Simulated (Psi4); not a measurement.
Psi4 1.11, PBE/def2-svp: Si(H)(Br)(OH)(NH2) (N[SiH](O)Br), 8 atoms. The geometry is a generated start, not checked to be a minimum at this level.

```
Quantity                                            Result
--------------------------  ------------------------------
task                                                energy
method                                                 pbe
basis                                             def2-svp
memory                                                3 GB
maxiter                                                100
keys of the molecule block                     symmetry c1
scf_type                                      df (default)
guess                       auto, which took SAD (default)
scf_initial_accelerator                    adiis (default)
e_convergence                              1e-06 (default)
d_convergence                              1e-06 (default)
dft_radial_points                             75 (default)
dft_spherical_points                         302 (default)
basis functions                                         98
grid points                                         171743
```

```xyz
8

Si    -0.3322     0.0005     0.3099
N      1.1309    -0.7706    -0.0976
O     -0.3996     1.5444    -0.1699
Br    -1.8959    -1.1224    -0.7938
H     -0.5926    -0.1464     1.7255
H      1.9793    -0.5096     0.3740
H      1.3190    -1.0299    -1.0530
H     -1.2090     2.0340    -0.2950
```

One run each on 2 threads. Values of diis_max_vecs tried: 3, 6, 10 (default), 20.

How does the count of SCF iterations change with diis_max_vecs, and where is it least?

Fewest SCF iterations, within one of each other: 6 with 10, 10 (default) with 10, 20 with 10. The count rises to 19 at 3. All converge to one solution.

```json
[
 {"diis_max_vecs": "3", "SCF iterations": "19", "end": "same solution"},
 {"diis_max_vecs": "6", "SCF iterations": "10", "end": "same solution"},
 {"diis_max_vecs": "10 (default)", "SCF iterations": "10", "end": "same solution"},
 {"diis_max_vecs": "20", "SCF iterations": "10", "end": "same solution"}
]
```
